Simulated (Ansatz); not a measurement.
System: IrB2 (model structure, P6₃/mmc, No. 194, 6 atoms in the cell). Method: PBE (PAW; Ansatz, a quantum-chemistry and plane-wave program).

Numerical settings: plane-wave cutoff 520 eV, 24×24×8 k mesh (along the axes of the cell as run), Fermi–Dirac smearing 0.05 eV, no spin polarisation, scalar-relativistic PAW data made under PBE.

Cell (relaxed at this level):

```
CELL_PARAMETERS angstrom
      3.06737     0.00000     0.00000
     -1.53369     2.65642     0.00000
      0.00000     0.00000     7.05904
ATOMIC_POSITIONS crystal
  Ir 0.66667 0.33333 0.75000
  Ir 0.33333 0.66667 0.25000
  B  0.66667 0.33333 0.44125
  B  0.33333 0.66667 0.55875
  B  0.33333 0.66667 0.94125
  B  0.66667 0.33333 0.05875
```

Task: What does this level give for the bulk modulus B0?

Result: 
- bulk modulus B0: 256 GPa

Note: the run has no spin polarisation, so it can have missed a magnetic state; the bulk modulus is −V dP/dV from two relaxed cells at ±2 % in volume; the relaxation could raise the start's symmetry but not lower it, so the cell can be a saddle point.

Spin–orbit coupling is not included; it can open a gap where bands touch, and shift volumes and moduli.

Static lattice: no zero-point or thermal effects.

Cost on a shared machine: roughly 3 core-minutes.

A model structure was made by putting elements into a prototype or built by hand; it is no filed structure, need not be a known phase, and can be a saddle point held by its symmetry.
